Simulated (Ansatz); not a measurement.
Base system: GaN in the zinc blende structure (space group F-43m, No. 216; a = 4.498 Å).

All numbers come from PBEsol/PAW in Ansatz (an electronic-structure program), no SOC.

One change was made to it. Results:

| quantity | base | after |
|---|---|---|
| valley order (the lowest conduction-band minima on the path, energy above the VBM, named in the base's zone) | Γ 1.70 eV; X along ⟨100⟩ 3.22 eV | Γ 1.73 eV; X along ⟨100⟩ 3.22 eV |
| lattice parameter a | 4.498 Å | 4.491 Å |
| electron mass | 0.15 mₑ (at Γ) | 0.16 mₑ (at Γ) |
| hole mass (degenerate bands, along [100]) | 0.16, 0.86, 0.86 mₑ (at Γ) | 0.16, 0.86, 0.86 mₑ (at Γ) |

Problem. Which of these changes matches the shifts?
A. pressure 30 GPa
B. pressure 0.9 GPa
C. pressure 15 GPa

Solution. B, pressure 0.9 GPa. For comparison, the valley order in the other runs: pressure 15 GPa gives Γ 2.14 eV; X along ⟨100⟩ 3.24 eV; pressure 30 GPa gives Γ 2.47 eV; X along ⟨100⟩ 3.25 eV.

The levels and masses belong to the bands next to the band gap. Load acts through the strain it causes; cell and atoms are relaxed under it. Effective masses come from finite differences of ±0.01 Å⁻¹. No phonon test of stability was made. Tetrahedral semiconductors of this kind turn to denser phases somewhere between about 1 and 50 GPa; those were not computed, so compressed cells here can lie past the real transition. This is not the structure that GaN has at room temperature and ambient pressure.
